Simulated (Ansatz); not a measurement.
Worked example: self-consistent single point of InBi (R3m, 2 atoms in the cell) in Ansatz (an electronic-structure program).

Computed with PBEsol, default PAW files made with PBE (plane waves; Ansatz).

```yaml
crystal:
  lattice:
    - [0.00000, 3.39369, 3.39369]
    - [3.39369, 0.00000, 3.39369]
    - [3.39369, 3.39369, 0.00000]
  atoms:
    - { symbol: In, position: [0.00425, 0.00425, 0.00425] }
    - { symbol: Bi, position: [0.25000, 0.25000, 0.25000] }
```

Reference input (self-consistent single point, DFT, PBEsol, plane waves, default PAW files made with PBE): basis.ecutwfc = 30.9 Ry; kpoints.mp_grid.grid = 9 9 9; hamiltonian.xc = pbesol; hamiltonian.pseudopotentials = {kind: paw} (the program's default PAW files); scf.occupations.method = gaussian; scf.occupations.width = 0.0073 Ry. This run's input differs from it in these lines:

Ansatz 0.2 input:
```diff
@@ -9,3 +9,3 @@
 basis:
-  ecutwfc: 30.9 Ry
+  ecutwfc: 54.0 Ry
 kpoints:
```

Output, abridged:

```
SCF iter   1: F=—  HF=-17767.296065 eV  |F-HF|=—  |Δ(HF+E_count)|=         —  Δρ=2.99e-3  dr2=1.03e-2  ethr=1.77e-3  ⟨swp⟩=6.0  Hψ=8124  notcnv=0
all-band conjugate gradients solve this SCF's bands
preconditioner: auto → Kerker (q_TF=auto, 2.299 Å⁻¹)
SCF iter   2: F=—  HF=-17767.293582 eV  |F-HF|=—  |Δ(HF+E_count)|=   2.48e-3  Δρ=1.57e-3  dr2=4.55e-3  ethr=3.66e-5  ⟨swp⟩=2.0  Hψ=2704  notcnv=0
SCF iter   3: F=—  HF=-17767.293312 eV  |F-HF|=—  |Δ(HF+E_count)|=   2.69e-4  Δρ=5.86e-4  dr2=7.86e-4  ethr=1.62e-5  ⟨swp⟩=3.0  Hψ=2722  notcnv=0
SCF iter   4: F=—  HF=-17767.293612 eV  |F-HF|=—  |Δ(HF+E_count)|=   2.99e-4  Δρ=2.58e-4  dr2=1.27e-4  ethr=2.81e-6  ⟨swp⟩=2.0  Hψ=1785  notcnv=0
SCF iter   5: F=—  HF=-17767.293694 eV  |F-HF|=—  |Δ(HF+E_count)|=   8.18e-5  Δρ=8.42e-5  dr2=1.01e-5  ethr=4.55e-7  ⟨swp⟩=3.0  Hψ=2327  notcnv=0
SCF iter   6: F=—  HF=-17767.293743 eV  |F-HF|=—  |Δ(HF+E_count)|=   4.96e-5  Δρ=2.29e-5  dr2=5.17e-7  ethr=3.60e-8  ⟨swp⟩=2.0  Hψ=1874  notcnv=0
SCF iter   7: F=-17767.293744 eV  HF=-17767.293744 eV  |F-HF|=6.07e-8  |Δ(HF+E_count)|=   1.05e-6  Δρ=4.79e-6  dr2=2.14e-8  ethr=3.57e-10  ⟨swp⟩=7.9  Hψ=7883  notcnv=0
SCF 1 converged in 7 iterations: F = -17767.293744 eV  dr2 = 2.14e-8
Free energy (F): -17767.293744 eV
Internal energy: -17767.291597 eV  (E = F + TS)
E sigma→0 (E₀):  -17767.292671 eV
Entropy (-TS):   -0.002147 eV (-1.073 meV/atom)
Fermi energy:    6.601517 eV
--- Forces (eV/Å), atoms counted from 1 ---
  atom   1  In    -0.14446251    -0.14446251    -0.14446251
  atom   2  Bi     0.14446200     0.14446200     0.14446200
--- Stress (GPa, compression-positive) ---
       -0.934066       0.387040       0.387040
        0.387040      -0.934066       0.387040
        0.387040       0.387040      -0.934066
  P = ⅓ Tr σ = -0.9341 GPa (-9.341 kbar)
  The stress holds the Pulay correction. Without it, at fixed plane waves, as pw.x and ABINIT print it: P = -0.9346 GPa
```

The run converged in 7 iterations. Against the reference run the free energy goes down by 1.3 meV/atom, the pressure stays at -0.93 GPa and the largest force stays at 0.250 eV/Å.

The starting cell comes from a database of computed structures (which also holds hypothetical and non-ambient phases and stackings), without a prior relaxation at this level. Its lattice was rescaled by up to half a per cent. One atom was moved a little off its site on purpose. Ansatz's pressure includes its estimate of the finite-basis (Pulay) stress.
